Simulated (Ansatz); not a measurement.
# CsSnI3: pressure 5 GPa

The reference is CsSnI3 in the cubic perovskite structure (space group Pm-3m, No. 221; a = 6.224 Å).

The change: cell and atoms relaxed at a pressure of 5 GPa.

Method: r2SCAN (Ansatz, a program for electronic structure), spin-orbit coupling left out. Γ-centred 6×6×6 mesh, Fermi–Dirac width 0.05 eV.

```json
[
 {"quantity": "volume per atom", "base": "48.23 Å³", "changed": "40.02 Å³", "shift": "-8.21 Å³"},
 {"quantity": "density", "base": "4.35 g/cm³", "changed": "5.25 g/cm³", "shift": "+0.894 g/cm³"},
 {"quantity": "shortest interatomic distance", "base": "3.112 Å", "changed": "2.924 Å", "shift": "-0.188 Å"},
 {"quantity": "enthalpy H = E + PV relative to the base's energy", "base": "–", "changed": "+1.36 eV/atom", "shift": "–"},
 {"quantity": "band gap", "base": "0.46 eV", "changed": "zero", "shift": "–"}
]
```

Final structure:

```
CsSnI3
1.0
    5.84891     0.00000     0.00000
    0.00000     5.84891     0.00000
    0.00000     0.00000     5.84891
Cs Sn I
1 1 3
Direct
  0.00000   0.00000   0.00000
  0.50000   0.50000   0.50000
  0.00000   0.50000   0.50000
  0.50000   0.50000   0.00000
  0.50000   0.00000   0.50000
```

A case with no gap was solved on a k-mesh chosen for an insulator, which is coarse for it. Spin-orbit coupling, missing from the scalar runs, can matter with I. Load acts through the strain it causes; cell and atoms are relaxed under it. Whether these cells are dynamically stable was not tested. No other phases were tried under pressure. The final runs are not spin-polarised. Many cubic perovskites are stable only at high temperature; tilts and polar distortions were not tested. A zero or small gap of CsSnI3 under pressure 5 GPa can be the functional's error rather than a property of the material.
